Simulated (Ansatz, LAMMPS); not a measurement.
# Si well of 21 atomic layers along [001] in random Si0.8Ge0.2, interfaces sharp

Cell 16.58 × 16.58 × 65.87 Å, Si758Ge106, 864 atoms. Prepared with Tersoff's 1989 multicomponent potential (SiCGe.tersoff) (LAMMPS): minimisation. 

Method: PBE, support functions at accuracy medium on the grid of 370 eV (norm-conserving potentials; Ansatz, a first-principles code).

Basis: localised support functions (accuracy medium) on a full density matrix. k-points: zone centre alone; occupations: Fermi-Dirac, 0.010 eV; spin polarisation not allowed. Spin-orbit coupling is left out.

```json
{
 "Kohn-Sham gap of the cell on its k-mesh": "0.45 eV",
 "weight_of_the_highest_filled_level_on_the_well": "0.36",
 "weight_of_the_lowest_empty_level_on_the_well": "0.96",
 "coordination (neighbours within 2.853 Å)": "100.0 % 4-fold",
 "Ge-Ge bonds, mean ± spread": "2.465 ± 0.005 Å",
 "Ge-Si bonds, mean ± spread": "2.420 ± 0.007 Å",
 "Si-Si bonds, mean ± spread": "2.378 ± 0.005 Å",
 "bond angles, mean ± spread": "109.5° ± 0.9°",
 "pressure": "-0.71 GPa",
 "cost_of_the_final_run": "very roughly 120 core-minutes, 17 SCF iterations, 17 GiB"
}
```
